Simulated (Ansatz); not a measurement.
Surface: Ge(100) surface of dimers buckled in the p(2x2) pattern, one row of 4 dimers, 4 layers, bottom layer H-capped and fixed; cell 8.1 x 16.1 Å; about 5 Å thick over the host's atoms, 24 atoms held; the lower dihydride is canted and the layers over it are shifted sideways by a few tenths of an Å, alike in all states. Method: PBE-D3(BJ) (plane waves to 420 eV, PAW; Ansatz, an electronic-structure program). Sampling: 2x1x1 k points. The slab states were run without spin polarisation. Slab thickness, cell and mesh are as stated and are not converged limits. Electronic energies at 0 K: ends relaxed, saddle points by climbing-image NEB or a search from the band's top, no zero-point energy. A partial Hessian shows a single imaginary mode at the top, within the atoms moved. The ends were relaxed from one prepared geometry each.

Structure at the top of the path for: CH4 dissociates at its C-H bond, C on Ge and H on Ge (intradimer).

```yaml
crystal:
  lattice:
    - [8.06102, 0.00000, 0.00000]
    - [0.00000, 16.12203, 0.00000]
    - [0.00000, 0.00000, 22.00000]
  atoms:
    - { symbol: Ge, position: [0.15879, 0.06252, 0.31561] }
    - { symbol: Ge, position: [0.21357, 0.31087, 0.27635] }
    - { symbol: Ge, position: [0.46116, 0.06259, 0.27574] }
    - { symbol: Ge, position: [0.51632, 0.31156, 0.31471] }
    - { symbol: Ge, position: [0.08858, 0.17938, 0.24114] }
    - { symbol: Ge, position: [0.09432, 0.44331, 0.24076] }
    - { symbol: Ge, position: [0.57371, 0.19516, 0.23848] }
    - { symbol: Ge, position: [0.57229, 0.42626, 0.23708] }
    - { symbol: Ge, position: [0.32684, 0.18751, 0.16870] }
    - { symbol: Ge, position: [0.33073, 0.43685, 0.16871] }
    - { symbol: Ge, position: [0.83341, 0.18765, 0.17515] }
    - { symbol: Ge, position: [0.83655, 0.43731, 0.17557] }
    - { symbol: Ge, position: [0.37500, 0.06250, 0.11050] }
    - { symbol: Ge, position: [0.37500, 0.31250, 0.11050] }
    - { symbol: Ge, position: [0.87500, 0.06250, 0.11050] }
    - { symbol: Ge, position: [0.87500, 0.31250, 0.11050] }
    - { symbol: H, position: [0.56563, 0.06241, 0.10220] }
    - { symbol: H, position: [0.30144, 0.06242, 0.04545] }
    - { symbol: H, position: [0.29367, 0.31263, 0.04660] }
    - { symbol: H, position: [0.56346, 0.31252, 0.09751] }
    - { symbol: H, position: [0.78362, 0.06275, 0.04870] }
    - { symbol: H, position: [0.06297, 0.06286, 0.09553] }
    - { symbol: H, position: [0.06275, 0.31210, 0.09565] }
    - { symbol: H, position: [0.78552, 0.31236, 0.04843] }
    - { symbol: Ge, position: [0.16117, 0.56251, 0.31292] }
    - { symbol: Ge, position: [0.21353, 0.81413, 0.27633] }
    - { symbol: Ge, position: [0.49639, 0.56255, 0.28057] }
    - { symbol: Ge, position: [0.51628, 0.81366, 0.31470] }
    - { symbol: Ge, position: [0.09423, 0.68170, 0.24074] }
    - { symbol: Ge, position: [0.08865, 0.94564, 0.24115] }
    - { symbol: Ge, position: [0.57228, 0.69885, 0.23717] }
    - { symbol: Ge, position: [0.57360, 0.93001, 0.23837] }
    - { symbol: Ge, position: [0.33079, 0.68815, 0.16872] }
    - { symbol: Ge, position: [0.32674, 0.93749, 0.16866] }
    - { symbol: Ge, position: [0.83631, 0.68770, 0.17561] }
    - { symbol: Ge, position: [0.83359, 0.93737, 0.17512] }
    - { symbol: Ge, position: [0.37500, 0.56250, 0.11050] }
    - { symbol: Ge, position: [0.37500, 0.81250, 0.11050] }
    - { symbol: Ge, position: [0.87500, 0.56250, 0.11050] }
    - { symbol: Ge, position: [0.87500, 0.81250, 0.11050] }
    - { symbol: H, position: [0.56563, 0.56241, 0.10220] }
    - { symbol: H, position: [0.30144, 0.56242, 0.04545] }
    - { symbol: H, position: [0.29367, 0.81263, 0.04660] }
    - { symbol: H, position: [0.56346, 0.81252, 0.09751] }
    - { symbol: H, position: [0.78362, 0.56275, 0.04870] }
    - { symbol: H, position: [0.06297, 0.56286, 0.09553] }
    - { symbol: H, position: [0.06275, 0.81210, 0.09565] }
    - { symbol: H, position: [0.78552, 0.81236, 0.04843] }
    - { symbol: C, position: [0.56249, 0.56181, 0.37886] }
    - { symbol: H, position: [0.38934, 0.56246, 0.34775] }
    - { symbol: H, position: [0.53257, 0.50429, 0.40299] }
    - { symbol: H, position: [0.52749, 0.61694, 0.40502] }
    - { symbol: H, position: [0.69641, 0.56381, 0.36988] }
```

The forward barrier is 1.49 eV and the backward barrier is 1.98 eV. The steps of the saddle search is 19 and the barrier without the D3 term at these geometries comes out as 1.55 eV. The cost of this run is around 3 core-hours (rough).
